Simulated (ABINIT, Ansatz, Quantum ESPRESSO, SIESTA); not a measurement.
## One structure in several programs: CuO (Cccm, 4 atoms in the cell)

Self-consistent single point.

```
CELL_PARAMETERS angstrom
      1.96788    -2.12857     0.00000
      1.96788     2.12857     0.00000
      0.00000     0.00000     5.09612
ATOMIC_POSITIONS crystal
  Cu 0.00000 0.50000 0.00000
  Cu 0.50000 0.00000 0.50000
  O  0.50000 0.50000 0.25000
  O  0.50000 0.50000 0.75000
```

All programs got the same cell, k-point mesh and kind of occupations (in Ansatz's words: kpoints.mp_grid.grid = 12 12 7; scf.occupations.method = gaussian; scf.occupations.width = 0.01 Ry); potentials, basis and cutoffs are each program's usual ones.

```csv
code,model,pressure (GPa),k-points,cutoff
ABINIT,"LDA (PW92), PAW (JTH v2.0 LDA PAW)",-7.26,172,60 Ry
Quantum ESPRESSO,"LDA (PZ), GBRV 1.5 ultrasoft (LDA) pseudopotentials",-6.66,172,50 Ry
Ansatz,"LDA (PW92), PAW files made with PBE",-7.68,172,30.9 Ry
SIESTA,"LDA PW92, numerical atomic orbitals TZP, PseudoDojo LDA standard norm-conserving potentials (rewritten from UPF to PSML)",-9.11,516,grid 400 Ry
```

No clean gap comes from ABINIT, Quantum ESPRESSO, Ansatz (an electronic-structure program) and SIESTA: levels at the Fermi energy touch, overlap or are partly filled at this smearing.

The spread over the programs that give each value: pressure within 2.45 GPa.

The starting cell comes from a database of computed structures (which also holds hypothetical and non-ambient phases and stackings), without a prior relaxation at this level. Its lattice was rescaled by a random factor within 2.5 % of one. On Ansatz's run: Spin polarisation is off, so a magnetic state, if there is one, cannot be reached. In the base run, with a pressure of about -7 GPa the cell is away from its equilibrium volume at this level. The run gives no clean gap (levels at the Fermi energy touch, overlap or are partly filled at this smearing), which alone does not show that the compound is a metal.

Task: Why do the programs differ, and what cannot be compared?

Result: Differences of this kind can come from the potentials, where these differ, and from what each basis and cutoff leave unconverged. The zero of total energies and Fermi levels follows the potentials and each program's conventions, so they are not compared here. SIESTA uses small atom-centred bases, whose incompleteness enters pressures, forces and empty levels differently from a plane-wave cutoff. Ansatz's pressure is given at a fixed set of plane waves, as the other plane-wave codes print theirs; with its correction for the finite basis it is -7.11 GPa (the shift of 0.56 GPa shows how far the cutoff is from converged). Ansatz's smearing width was typed in Ry to four decimals, so it matches the others to a few per cent. The same LDA comes in different parametrisations, which differ slightly. The programs reduce the same mesh by symmetry to different extents, which changes the work and not the result. In the pressure, SIESTA (by 1.84) lies more than 1 GPa from the median of the plane-wave programs.

Left out of this page: GPAW and FLEUR (not drawn, or without a comparable value).

Keys are those of Ansatz 0.2.
